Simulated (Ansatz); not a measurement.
**Response to strain in Ag**

The reference is Ag in the fcc (Cu type) structure (space group Fm-3m, No. 225; a = 4.105 Å; relaxed with 0.1 eV smearing). Axes: x, y, z lie along the cube axes.

Strains are applied to the cell and any free atomic positions relax; under biaxial strain the out-of-plane vector relaxes too.

Method: r2SCAN (Ansatz, an electronic-structure program), scalar-relativistic without spin-orbit coupling, earlier PAW set.

Notes on the quantities. pressure: mean of the normal stresses, compression positive; energy relative to the base: free energy F.

```json
[
 {"case": "base", "shortest interatomic distance": "2.902 Å", "pressure": "0.0 GPa", "space group": "Fm-3m (No. 225)", "energy relative to the base": "0 meV/atom"},
 {"case": "biaxial strain −4.84 %, plane normal [001], relaxed out of plane", "shortest interatomic distance": "2.762 Å", "pressure": "4.3 GPa", "space group": "I4/mmm (No. 139)", "energy relative to the base": "+30 meV/atom"},
 {"case": "biaxial strain −2.40 %, plane normal [001], relaxed out of plane", "shortest interatomic distance": "2.833 Å", "pressure": "1.7 GPa", "space group": "I4/mmm (No. 139)", "energy relative to the base": "+6.1 meV/atom"},
 {"case": "biaxial strain −1.80 %, plane normal [001], relaxed out of plane", "shortest interatomic distance": "2.850 Å", "pressure": "1.2 GPa", "space group": "I4/mmm (No. 139)", "energy relative to the base": "+3.3 meV/atom"},
 {"case": "biaxial strain −3.62 %, plane normal [111], relaxed out of plane", "shortest interatomic distance": "2.797 Å", "pressure": "5.7 GPa", "space group": "R-3m (No. 166)", "energy relative to the base": "+30 meV/atom"},
 {"case": "isotropic strain −0.58 %", "shortest interatomic distance": "2.886 Å", "pressure": "1.9 GPa", "space group": "Fm-3m (No. 225)", "energy relative to the base": "+1.7 meV/atom"},
 {"case": "isotropic strain +0.23 %", "shortest interatomic distance": "2.909 Å", "pressure": "-0.7 GPa", "space group": "Fm-3m (No. 225)", "energy relative to the base": "+0.3 meV/atom"},
 {"case": "isotropic strain +2.64 %", "shortest interatomic distance": "2.979 Å", "pressure": "-6.4 GPa", "space group": "Fm-3m (No. 225)", "energy relative to the base": "+31 meV/atom"},
 {"case": "uniaxial strain ε_xx = −0.81 %", "shortest interatomic distance": "2.891 Å", "pressure": "0.9 GPa", "space group": "I4/mmm (No. 139)", "energy relative to the base": "+0.4 meV/atom"},
 {"case": "tensor shear ε_yz = +2.87 %", "shortest interatomic distance": "2.819 Å", "pressure": "0.4 GPa", "space group": "Immm (No. 71)", "energy relative to the base": "+8.2 meV/atom"}
]
```

No phonon test of stability was made.
